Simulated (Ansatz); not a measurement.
The starting structures come from a database of crystals and need not be the phases stable at ambient conditions.

 Where the default PAW files enter, the runs use the earlier of Ansatz's two default sets.

By PBEsol, the system below comes out a metal.

Given:

```xyz
1
Lattice="4.5985 0.0000 0.0000 -2.2993 3.9824 0.0000 2.2993 1.3275 0.9668" Properties=species:S:1:pos:R:3 pbc="T T T"
Ti     0.0000     0.0000     0.0000
```

Space group of this cell: R-3m. The cell is strained (lengths along the current scaled by 1.03, ions clamped); by PBEsol its mean pressure is -6.9 GPa.

The current flows along the normal of the first two printed cell vectors, the (111) (indices of the unstrained crystal) plane of the conventional cell. No spin-orbit coupling; the value is a mean over 0.1 eV about the Fermi level.

Question: Compute, with Ansatz (a first-principles code) with PBEsol, the ballistic conductance per area.

Answer: 1.6 × 10¹⁵ S/m² for both spins.
